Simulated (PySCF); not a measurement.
PySCF 2.14.0, BP86/def2-svp, df: Si(H)(Cl)(Et)(OMe) (CC[SiH](Cl)OC), 15 atoms. The geometry is a generated start, not checked to be a minimum at this level.

```json
{
 "task": "energy",
 "method": "bp86",
 "basis": "def2-svp",
 "two_electron_scheme": "density fitting",
 "mol.max_memory": "3000 MB",
 "mf.max_cycle": "100",
 "mf.conv_tol": "1e-09 (default)",
 "mf.grids.level": "3 (default)",
 "basis_functions": "137",
 "grid_points": "182768"
}
```

```xyz
15

Si     0.2164     0.3395    -0.8935
Cl     1.1023     1.9394    -1.7711
C     -1.3874     0.8261    -0.0139
C     -2.0862    -0.3598     0.6453
O      1.1455    -0.2113     0.3092
C      2.4872    -0.6155     0.3010
H      0.0358    -0.6478    -1.9579
H     -2.0663     1.2892    -0.7289
H     -1.1834     1.5801     0.7488
H     -1.4470    -0.7915     1.4103
H     -3.0180    -0.0447     1.1139
H     -2.3128    -1.1324    -0.0863
H      2.5981    -1.5555    -0.2467
H      2.7965    -0.7594     1.3360
H      3.1194     0.1438    -0.1662
```

With the defaults (mf.DIIS = CDIIS, mf.diis = true, mf.init_guess = minao, mf.diis_space = 8) it converges in 12 Fock builds. One run each on 2 threads, 1 BLAS thread, with these changes:
- mf.DIIS = EDIIS
- mf.init_guess = atom
- mf.init_guess = mod_huckel
- mf.diis = false
- mf.DIIS = ADIIS
- mf.diis_space = 3
- mf.diis_space = 12
- mf.diis_space = 20
- mf.diis_space = 5

Name the settings that don't reach the solution of the defaults.

No convergence: mf.DIIS = EDIIS; mf.diis = false (the run ends without SCF convergence in 100 cycles). The rest reach the solution of the defaults.

```json
[
 {"setting": "the defaults", "Fock builds": "12", "end": "same solution"},
 {"setting": "mf.diis_space = 12", "Fock builds": "12", "end": "same solution"},
 {"setting": "mf.diis_space = 20", "Fock builds": "12", "end": "same solution"},
 {"setting": "mf.diis_space = 5", "Fock builds": "13", "end": "same solution"},
 {"setting": "mf.init_guess = atom", "Fock builds": "14", "end": "same solution"},
 {"setting": "mf.init_guess = mod_huckel", "Fock builds": "15", "end": "same solution"},
 {"setting": "mf.diis_space = 3", "Fock builds": "20", "end": "same solution"},
 {"setting": "mf.DIIS = ADIIS", "Fock builds": "21", "end": "same solution"},
 {"setting": "mf.DIIS = EDIIS", "Fock builds": "101", "end": "no convergence"},
 {"setting": "mf.diis = false", "Fock builds": "101", "end": "no convergence"}
]
```
